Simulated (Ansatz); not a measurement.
# TaSi2: pressure 3 GPa

The reference is TaSi$_{2}$ (space group P6_222, No. 180; a = 4.776 Å, c = 6.563 Å).

Modification: cell and atoms relaxed at a pressure of 3 GPa.

All numbers come from r2SCAN (Ansatz, a program for electronic structure; PAW; 500 eV plane waves; scalar-relativistic without spin-orbit coupling). Γ-centred 11×11×7 mesh, Fermi–Dirac width 0.05 eV.

- Volume per atom: 14.19 Å³ (base 14.40 Å³)
- Lattice parameter a: 4.750 Å (base 4.776 Å)
- c/a ratio: 1.376 (base 1.374)
- Shortest interatomic distance: 2.539 Å (base 2.550 Å)
- Enthalpy H = E + PV relative to the base's energy: +0.27 eV/atom
- Band gap: zero (base zero)

Final structure:

```
TaSi2
1.0
    4.74973     0.00000     0.00000
   -2.37486     4.11339     0.00000
    0.00000     0.00000     6.53748
Ta Si
3 6
Direct
  0.50000   0.00000   0.00000
  0.50000   0.50000   0.33333
  0.00000   0.50000   0.66667
  0.15850   0.31700   0.00000
  0.84150   0.15850   0.33333
  0.68300   0.84150   0.66667
  0.84150   0.68300   0.00000
  0.15850   0.84150   0.33333
  0.31700   0.15850   0.66667
```

Load acts through the strain it causes; cell and atoms are relaxed under it. Whether these cells are dynamically stable was not tested. All final runs are without spin polarisation. An odd electron count without spin: TaSi2.
